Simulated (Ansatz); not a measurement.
The parent structure is HgSe in the zinc blende structure (space group F-43m, No. 216).

```xyz
2
Lattice="0.0000 3.0667 3.0667 3.0667 0.0000 3.0667 3.0667 3.0667 0.0000" Properties=species:S:1:pos:R:3 pbc="T T T"
Se     1.5333     1.5333     1.5333
Hg     0.0000     0.0000     0.0000
```

Method: Ansatz (a first-principles code) PBEsol, no SOC.

Before the change:

```
Item                    Value
-------------------  --------
Lattice parameter a  613.3 pm
```

The change: full substitution Hg → Te, then cell and atoms are relaxed.

Task: Predict the new lattice parameter a.

Result: The lattice parameter a increases by 49.9 pm to 663.2 pm.

Stability against distortions was not tested. As relaxed here, TeSe is a hypothetical phase, not in the database extracts checked. All final runs are without spin polarisation.
